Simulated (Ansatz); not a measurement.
The starting structures come from a database of crystals and need not be the phases stable at ambient conditions.

 Where the default PAW files enter, the runs use the earlier of Ansatz's two default sets.

By PBEsol, the system below comes out a metal.

The ballistic (Sharvin) conductance counts the channels at the Fermi level: G/A = (e²/h) × channels of both spins per area.

Data:

```xyz
2
Lattice="2.3762 0.0000 0.0000 0.0000 2.3898 0.0000 0.0199 0.0000 4.8524" Properties=species:S:1:pos:R:3 pbc="T T T"
P      0.0050     0.0000     1.2159
P      0.0149     0.0000     3.6366
```

Space group of this cell: P2/m. The cell is strained (lengths across the current scaled by 0.98, ions clamped); by PBEsol its mean pressure is 4.0 GPa.

The current flows along the normal of the first two printed cell vectors. No spin-orbit coupling; the value is a mean over 0.1 eV about the Fermi level.

Q: Compute, with PBEsol in Ansatz (a program for electronic structure), the ballistic conductance per area.

A: 1.2 × 10¹⁵ S/m² for both spins.
